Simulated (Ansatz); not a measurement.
**LiNbO3: transverse stress against strain**

LiNbO3 (R3c, 10.521 Å³/atom and stress up to 0.01 GPa in the relaxed cell, c along z) under a strain ε along a direction in the basal plane (axis x), the other axes held. PBEsol in Ansatz, a plane-wave DFT program (PAW, default set), 420 eV, 8×8×8 Γ-centred mesh, Fermi-Dirac smearing 0.05 eV; ions are relaxed, or left where forces stay under 0.02 eV/Å, within the symmetry of each cell. Stress is positive for a compressed cell.

Here s stands for strain and y for stress zz.

```
strain (%)  stress zz (GPa)
----------  ---------------
-3.00                     ?
-1.50                  1.11
-0.75                  0.55
0.00                   0.01
0.75                  -0.49
1.50                  -0.96
```

### Question
Using a straight line, estimate the missing y at s = -3.00 from the other rows, showing the fit.

### Answer
Means: s 0, y 0.044. About the means, the sum of products is -3.8850 and the sum of squares of s is 5.6250; the slope is their ratio. Least squares gives y = 0.044 - 0.6907·s. Residuals (row less fit): 0.030, -0.012, -0.034, -0.016, 0.032; standard error 0.034 (degrees of freedom: 3). The slope gives the elastic constant C13 = 69 ± 1 GPa (± standard error of the fit, which holds the terms cut off). At the withheld row, y = 0.044 - 0.6907 × (-3.00) = 2.116 GPa. The calculation gives 2.35 GPa, 0.234 GPa above the prediction (7.1 % of the range of y in the table). The row lies outside the fitted rows, so this is an extrapolation. From the scatter of the fitted rows alone, a prediction at this place has a standard error of 0.057 GPa, so the miss is 4.1 times that.

A polynomial of degree 2 through the 8 other runs of the series gives 2.37 there, so most of the miss is curvature that the fit leaves out. The start is a measured cell from the literature; how it stands against other phases or cation orders wasn't checked. Rows are the converged runs of the series near zero and its far end; series whose fitted rows scatter by over a few per cent of the range, as at a crossing or softening among them, aren't shown in this form, nor equations of state whose B0' disagrees with the runs' pressures. Most that stay on the fit to the last digits aren't either.
